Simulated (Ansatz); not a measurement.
Sc, response to strain

Take Sc in the hcp (Mg type) structure (space group P6_3/mmc, No. 194; relaxed with 0.1 eV smearing) as the base.

```xyz
2
Lattice="3.2754 0.0000 0.0000 -1.6377 2.8365 0.0000 0.0000 0.0000 5.1051" Properties=species:S:1:pos:R:3 pbc="T T T"
Sc     1.6377     0.9455     1.2763
Sc     0.0000     1.8910     3.8288
```

Strains are applied to the cell and any free atomic positions relax.

Level of theory: Ansatz (a program for electronic structure), PBEsol, PAW, cutoff 420 eV, spin-orbit coupling left out.

Candidates:
(a) isotropic strain +2.50 %
(b) isotropic strain −2.50 %
(c) isotropic strain −2.00 %

Notes on the quantities. energy relative to the base: free energy F.

Task: Order them by energy relative to the base, lowest first.

Result: (c) isotropic strain −2.00 % (+16 meV/atom), (a) isotropic strain +2.50 % (+22 meV/atom), (b) isotropic strain −2.50 % (+25 meV/atom)

Stability against distortions was not tested. All final runs are without spin polarisation.
